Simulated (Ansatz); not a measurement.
**ZrO2: pressure 15 GPa**

Consider ZrO₂ in the fluorite structure (space group Fm-3m, No. 225; a = 5.0893 Å).

The change: cell and atoms relaxed at a pressure of 15 GPa.

All numbers come from Ansatz (a program for electronic structure) r2SCAN, no spin-orbit coupling. Settings: 11×11×11 k-points, 0.05 eV Fermi–Dirac smearing.

- Density = 6.54 g/cm³ (base 6.21 g/cm³)
- Lattice parameter a = 5.001 Å (base 5.089 Å)
- Shortest interatomic distance = 2.166 Å (base 2.204 Å)
- Band gap = 4.05 eV (base 3.89 eV)
- Gap character = indirect, X → Γ (base indirect, X → Γ)
- Smallest direct gap = 4.50 eV (base 4.29 eV)
- Mean gap deformation potential ΔEg/Δln V = -3.1 eV
- Width of the top valence band = 1.71 eV (base 1.67 eV)
- Electron mass (degenerate bands, along [100]) = 0.49, 2.0 mₑ (at Γ) (base 0.53, 2.1 mₑ (at Γ))
- Hole mass = 0.28 mₑ along k, 2.9 mₑ across (at X)
- Valley order (the lowest conduction-band minima on the path, energy above the VBM, named in the base's zone) = Γ 4.05 eV; a point along ⟨110⟩, about 0.9 Å⁻¹ from Γ 4.48 eV; X along ⟨100⟩ 4.50 eV; L along ⟨111⟩ 4.72 eV (base Γ 3.89 eV; X along ⟨100⟩ 4.29 eV; a point along ⟨110⟩, about 0.8 Å⁻¹ from Γ 4.29 eV; L along ⟨111⟩ 4.50 eV)

Cost of the whole job for the changed cell (relaxation, final SCF and bands): about 29 core-seconds (a rough figure).

Load acts through the strain it causes; cell and atoms are relaxed under it. Effective masses come from finite differences of ±0.01 Å⁻¹. Along k means along the line from Γ to the band edge. Whether these cells are dynamically stable was not tested. No other phases were tried under pressure. This is not the structure that ZrO2 has at room temperature and ambient pressure.
